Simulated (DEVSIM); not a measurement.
Device: Au/SiO2/p-GaAs capacitor, at 300 K.

Layer 1 from the left is SiO2, thickness (nm) 5.70. Layer 2 from the left is GaAs, thickness (nm) 13000, Na (cm⁻³) 2.6e15.

Metal gate on the left, work function 5.1 eV. Fixed charge at the semiconductor interface -5.3e10 cm⁻² (in units of +e); no interface traps.

This is a model device: material constants are rounded textbook-type values typed into the input, and sizes, dopings and lifetimes were drawn at random. Values at 300 K.

SiO2: gap (eV) 9, affinity (eV) 0.9, permittivity 3.9. GaAs: gap (eV) 1.424, affinity (eV) 4.07, permittivity 12.9, Nc (cm⁻³) 4.7e17, Nv (cm⁻³) 9e18.

Estimate by hand the flat-band voltage, the threshold voltage, and compare with a numerical solution.


- Flat-band voltage: C = 0.606 μF/cm², work-function difference -0.183 V; VFB = φms − qNf/C = -0.17 V; numerical -0.17 V.
- Threshold voltage: φF = 0.539 V, depletion charge √(4εqNφF) = 3.20e-8 C/cm²; VT = VFB + 2φF + Qd/C = 0.96 V; numerical 0.96 V.

DEVSIM, 1D Poisson equation in equilibrium, Boltzmann statistics, complete ionisation; no quantum confinement or tunnelling. Metal contacts follow the ideal Schottky-Mott rule: no Fermi-level pinning, no interface dipoles.
